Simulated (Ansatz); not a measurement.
The parent structure is BN in the zinc blende structure (space group F-43m, No. 216).

```xyz
2
Lattice="0.0000 1.7903 1.7903 1.7903 0.0000 1.7903 1.7903 1.7903 0.0000" Properties=species:S:1:pos:R:3 pbc="T T T"
B      0.0000     0.0000     0.0000
N      0.8951     0.8951     0.8951
```

Cartesian axes are those of the cell as printed.

All numbers come from LDA/PAW in Ansatz (a first-principles code), no spin-orbit coupling.

Base values:

| Item | Result |
|---|---|
| Electron mass | 0.90 mₑ along k, 0.30 mₑ across (at X) |
| Valence-band top at Γ | 0.00, 0.00, 0.00 eV |

Now apply this change: compressive biaxial strain of 0.42 % in the plane normal to [111], as in epitaxy on a mismatched substrate; the out-of-plane cell vector and the atoms relax.

Q: What does the calculation give for the electron mass, out-of-plane strain and valence-band top at Γ after the change?

A: The electron mass becomes 0.89 mₑ along k, 0.30 mₑ across (at X) (base: 0.90 mₑ along k, 0.30 mₑ across (at X)); the out-of-plane strain comes out as +0.07 %; the valence-band top at Γ (three highest levels, from the VBM) becomes 0.00, 0.00, -0.03 eV (base: 0.00, 0.00, 0.00 eV).

The levels and masses belong to the bands next to the band gap. Effective masses come from finite differences of ±0.01 Å⁻¹. Along k means along the line from Γ to the band edge. Whether these cells are dynamically stable was not tested.
